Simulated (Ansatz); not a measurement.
The starting structures come from a database of crystals and need not be the phases stable at ambient conditions.

## Evanescent states of ZnSnO3 (R3c, not sure to be the ambient phase, 10 atoms a cell, 11.8 Å³ an atom, -7 GPa at this level) along the normal of (110)

The numbers are results of PBEsol (plane waves, PAW; Ansatz, a program for electronic structure), not measurements.

The gap is the functional's own. No spin-orbit coupling. Mid-gap values are interpolated on the energy grid.

Energies count from the valence-band top; κ is the least over a 6×4 mesh across the current.

```
E (eV)  κ (1/Å)  where
------  -------  -----
0.04      0.103      Γ
0.10      0.135      Γ
0.17      0.153      Γ
0.24      0.152      Γ
0.32      0.143      Γ
0.39      0.138      Γ
0.46      0.132      Γ
0.53      0.126      Γ
0.59      0.119      Γ
0.67      0.110      Γ
0.73      0.100      Γ
0.81      0.087      Γ
0.88      0.070      Γ
0.94      0.044      Γ
```

Task: How thick must the barrier be to attenuate the transmission by 10^8 when the electrodes' Fermi level lies at 0.81 eV, and what attenuation does that film give at 0.59 eV?

Result: d = 8 ln 10 / (2 × 0.087) = 105.9 Å. At 0.59 eV it gives 8 × 0.119/0.087 = 10.9 decades.
